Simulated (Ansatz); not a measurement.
Input and output of a self-consistent single point for a (001) slab of C (cut from a parent of space group no. 227; 12 atoms in the cell) (Ansatz, a first-principles code).

Level of theory: PBE, PAW files (plane waves; Ansatz).

```yaml
crystal:
  lattice:
    - [2.51783, 0.00000, 0.00000]
    - [-2.51783, 2.51783, 0.00000]
    - [0.00000, 0.00000, 23.79200]
  atoms:
    - { symbol: C, position: [0.00000, 0.50000, 0.33163] }
    - { symbol: C, position: [0.50000, 0.50000, 0.29422] }
    - { symbol: C, position: [0.00000, 0.00000, 0.40646] }
    - { symbol: C, position: [0.50000, 0.00000, 0.36904] }
    - { symbol: C, position: [0.00000, 0.50000, 0.48129] }
    - { symbol: C, position: [0.50000, 0.50000, 0.44388] }
    - { symbol: C, position: [0.00000, 0.00000, 0.55612] }
    - { symbol: C, position: [0.50000, 0.00000, 0.51871] }
    - { symbol: C, position: [0.00000, 0.50000, 0.63096] }
    - { symbol: C, position: [0.50000, 0.50000, 0.59354] }
    - { symbol: C, position: [0.00000, 0.00000, 0.70578] }
    - { symbol: C, position: [0.50000, 0.00000, 0.66837] }
```

Reference input (self-consistent single point, DFT, PBE, plane waves, PAW files): kpoints.mp_grid.grid = 15 15 1; hamiltonian.xc = pbe; hamiltonian.pseudopotentials = {kind: paw} (the program's default PAW files); scf.occupations.method = cold; scf.occupations.width = 0.05 eV. This run's input differs from it in these lines:

Ansatz 0.2 input:
```diff
@@ -20,3 +20,3 @@
 kpoints:
-  mp_grid: { grid: [15, 15, 1] }
+  mp_grid: { grid: [17, 17, 1] }
 hamiltonian:
@@ -25,3 +25,3 @@
 scf:
-  occupations: { method: cold, width: 0.05 }
+  occupations: { method: cold, width: 0.3 }
 output:
```

Output (repeated stretches shortened):

```
SCF iter   1: F=—  HF=-3005.726479 eV  |F-HF|=—  |Δ(HF+E_count)|=         —  Δρ=8.97e-2  dr2=8.91e0  ethr=3.10e-3  ⟨swp⟩=8.4  Hψ=17816  notcnv=0
all-band conjugate gradients solve this SCF's bands
preconditioner: auto → LDOS
SCF iter   2: F=—  HF=-3003.042702 eV  |F-HF|=—  |Δ(HF+E_count)|=    2.68e0  S|Δr|=    0.00e0  Δρ=2.24e-2  dr2=1.18e0  ethr=3.10e-3  ⟨swp⟩=3.4  Hψ=7311  notcnv=0  defer=419
   [... lines left out ...]
SCF iter   7: F=—  HF=-3002.738989 eV  |F-HF|=—  |Δ(HF+E_count)|=   6.40e-6  S|Δr|=    0.00e0  Δρ=7.19e-5  dr2=9.95e-6  ethr=2.19e-7  ⟨swp⟩=2.1  Hψ=4230  notcnv=0  defer=403
SCF iter   8: F=—  HF=-3002.739121 eV  |F-HF|=—  |Δ(HF+E_count)|=   1.31e-4  S|Δr|=    0.00e0  Δρ=2.16e-5  dr2=8.33e-7  ethr=2.07e-8  ⟨swp⟩=3.0  Hψ=4946  notcnv=0  defer=401
SCF iter   9: F=-3002.739121 eV  HF=-3002.739121 eV  |F-HF|=5.55e-8  |Δ(HF+E_count)|=   6.35e-8  S|Δr|=    0.00e0  Δρ=3.54e-6  dr2=2.20e-8  ethr=2.08e-10  ⟨swp⟩=19.3  Hψ=22633  notcnv=0
SCF 1 converged in 9 iterations: F = -3002.739121 eV  dr2 = 2.20e-8
Stability not checked (fill_not_monotonic)
Free energy (F): -3002.739121 eV
Internal energy: -3002.768904 eV  (E = F + TS)
E sigma→0 (E₀):  -3002.749049 eV
Entropy (-TS):   0.029784 eV (2.482 meV/atom)
Fermi energy:    1.892001 eV
--- Forces (eV/Å), atoms counted from 1 ---
  atom   1  C      0.00000000     0.00000000    -2.40943838
  atom   2  C      0.00000000     0.00000000     2.15941661
  atom   3  C      0.00000000     0.00000000    -0.15314866
  atom   4  C      0.00000000     0.00000000     0.23832146
   [... lines left out ...]
  atom  12  C      0.00000000     0.00000000     2.40943838
--- Stress (GPa, compression-positive) ---
        0.246377       0.000000       0.000000
        0.000000      -7.012861       0.000000
        0.000000       0.000000      -2.837111
  P = ⅓ Tr σ = -3.2012 GPa (-32.012 kbar)
  The stress holds the Pulay correction. Without it, at fixed plane waves, as pw.x and ABINIT print it: P = -3.4616 GPa
```

The run converged in 9 iterations. Against the reference run the free energy hardly moves (within 1 meV/atom) and the largest force goes from 2.424 to 2.409 eV/Å.

The starting cell comes from a database of computed structures (which also holds hypothetical and non-ambient phases and stackings), without a prior relaxation at this level. The slab is cut from that crystal, and its faces are unrelaxed. Spin polarisation is off, though cut faces can carry moments; the slab shows no gap. Forces in this geometry exceed 1 eV/Å.

Cost on one core of a shared machine: roughly 30 s.
